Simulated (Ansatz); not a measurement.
Take NiO in the rock salt structure (space group Fm-3m, No. 225; a = 4.215 Å; ferromagnetic; relaxed with 0.1 eV smearing) as the base.

Calculations: PBE (Ansatz, a quantum-chemistry and plane-wave program), scalar-relativistic without spin-orbit coupling, earlier PAW set.

Base values:

- Pressure: 0.0 GPa
- Magnetic state: ferromagnetic
- Largest site moment: 1.42 μB
- Band gap: zero

The change: every lattice vector is shortened by 0.79 %; the atoms relax in the strained cell.

### Question
How does this affect the pressure?

### Answer
The pressure goes from zero to 4.2 GPa.

### Question
What does the calculation give for the energy relative to the base after the change?

### Answer
The energy goes up by 2.8 meV/atom.

### Question
How does this affect the magnetic state?

### Answer
The magnetic state stays ferromagnetic.

### Question
What does the calculation give for the largest site moment after the change?

### Answer
The largest site moment is nearly the same (1.42 μB against 1.37 μB).

### Question
What happens to the band gap?

### Answer
The band gap remains zero.

No phonon test of stability was made. No Hubbard U is applied and the magnetic state is the run's own (NiO ferromagnetic); other magnetic orders, which need larger cells, were not tried and can change the gap. In its common phase, real NiO is an antiferromagnetic insulator at low temperature.
